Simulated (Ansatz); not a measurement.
# MgSe, pressure series

Consider MgSe in the rock salt structure (space group Fm-3m, No. 225; a = 5.450 Å).

Cell and atoms are relaxed at each pressure.

Levels (all Ansatz, a quantum-chemistry and plane-wave program, PAW): PBEsol (420 eV, no spin-orbit coupling); r2SCAN (500 eV, no spin-orbit coupling); HSE06 (420 eV, no spin-orbit coupling).

| pressure (GPa) | band gap, PBEsol (eV) | band gap, r2SCAN (eV) | band gap, HSE06 (eV) |
|---|---|---|---|
| -2 | 1.72 | 2.44 | 2.62 |
| -1 | 1.75 | 2.47 | 2.65 |
| 0 | 1.78 | 2.50 | 2.68 |
| 1.8 | 1.82 | 2.55 | 2.73 |
| 4.2 | ? | ? | ? |
| 9 | 1.95 | 2.69 | 2.89 |
| 18 | 2.06 | 2.81 | 3.03 |

Task: Fit E_g = E₀ + αP + βP² to the rows shown and predict the withheld row.

Result: Least squares on the printed values gives 

- PBEsol: E₀ = 1.77 eV, α = 24.0 meV/GPa, β = -0.46 meV/GPa² (largest residual 0.01 eV); this predicts 1.87 eV, and the run gives 1.87 eV, in agreement
- r2SCAN: E₀ = 2.50 eV, α = 26.3 meV/GPa, β = -0.50 meV/GPa² (largest residual 0.01 eV); this predicts 2.60 eV, and the run gives 2.60 eV, in agreement
- HSE06: E₀ = 2.68 eV, α = 27.8 meV/GPa, β = -0.46 meV/GPa² (largest residual 0.00 eV); this predicts 2.79 eV, and the run gives 2.79 eV, in agreement.

Single points use the geometry relaxed with PBEsol. HSE06 was sampled on its mesh, a few special points and the semilocal edge points, so its gap is an upper bound. Load acts through the strain it causes; cell and atoms are relaxed under it. Whether these cells are dynamically stable was not tested. No other phases were tried under pressure.
